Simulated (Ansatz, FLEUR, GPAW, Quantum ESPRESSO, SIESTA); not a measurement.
## One structure in several programs: Mo6IrRu (Pm-3, 8 atoms in the cell)

Self-consistent single point.

```
CELL_PARAMETERS angstrom
      5.07794     0.00000     0.00000
      0.00000     5.07794     0.00000
      0.00000     0.00000     5.07794
ATOMIC_POSITIONS crystal
  Mo 0.00000 0.50000 0.75076
  Mo 0.00000 0.50000 0.24924
  Mo 0.75076 0.00000 0.50000
  Mo 0.24924 0.00000 0.50000
  Mo 0.50000 0.75076 0.00000
  Mo 0.50000 0.24924 0.00000
  Ru 0.00000 0.00000 0.00000
  Ir 0.50000 0.50000 0.50000
```

Shared settings, as Ansatz (an electronic-structure program) writes them: kpoints.mp_grid.grid = 5 5 5; scf.occupations.method = gaussian; scf.occupations.width = 0.272 eV. Potentials and cutoffs stand in the table.

```csv
code,model,pressure (GPa),largest force (eV/Å),cutoff
Quantum ESPRESSO,"PBEsol, SSSP 1.1.2 precision (PBE) pseudopotentials",-20.69,0.042,75 Ry
Ansatz,"PBEsol, PAW files made with PBE",-20.93,0.033,default
GPAW,"PBEsol, GPAW PAW datasets PBEsol (made by gpaw-setup)",-21.16,0.026,600 eV
SIESTA,"GGA PBEsol, numerical atomic orbitals DZP, PseudoDojo PBEsol standard norm-conserving potentials (rewritten from UPF to PSML)",-19.53,0.025,grid 300 Ry
FLEUR,"PBEsol, all-electron FLAPW (FLEUR), scalar-relativistic valence",–,0.032,Kmax 3.8 1/bohr
```

A dash marks a value that a program does not give, or that is left out as unsure.

On Ansatz's run: spin-orbit coupling is off. Spin polarisation is off.

The spread over the programs that give each value: pressure within 1.63 GPa; largest force within 0.017 eV/Å.

SIESTA uses small atom-centred bases, whose incompleteness enters pressures, forces and empty levels differently from a plane-wave cutoff. FLEUR treats all electrons, but the usual bases taken here (sphere radii, linearisation, local orbitals, empty states) were not tested for convergence, so the values are no reference for the others. Ansatz's pressure is given at a fixed set of plane waves, as the other plane-wave codes print theirs; with its correction for the finite basis it is -20.88 GPa. In the pressure, SIESTA (by 1.40) lies more than 1 GPa from the median of the plane-wave programs.

The starting cell comes from a database of computed structures (which also holds hypothetical and non-ambient phases and stackings), without a prior relaxation at this level. Its lattice was rescaled by a random factor within 2.5 % of one.

Left out of this page: Elk (not drawn, or without a comparable value).

Keys are those of Ansatz 0.2.
